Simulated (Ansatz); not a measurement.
The reference is CuI in the zinc blende structure (space group F-43m, No. 216; a = 6.023 Å). Axes: x, y, z lie along the cube axes.

Perturbation: compressive biaxial strain of 0.65 % in the plane normal to [111], as in epitaxy on a mismatched substrate; the out-of-plane cell vector and the atoms relax.

Levels (all Ansatz, a quantum-chemistry and plane-wave program, PAW): r2SCAN (500 eV, no SOC); HSE06 (420 eV, without spin-orbit coupling).

The geometry is relaxed with r2SCAN.

```
Quantity          Result
---------------  -------
r2SCAN band gap  1.69 eV
```

Q: Predict the band gap from HSE06.

A: The band gap increases by 0.99 eV, from 1.69 eV to 2.68 eV.

Single points use the geometry relaxed with r2SCAN. With I present, leaving out spin-orbit coupling can change the band edges. Stability against distortions was not tested. All final runs are without spin polarisation.
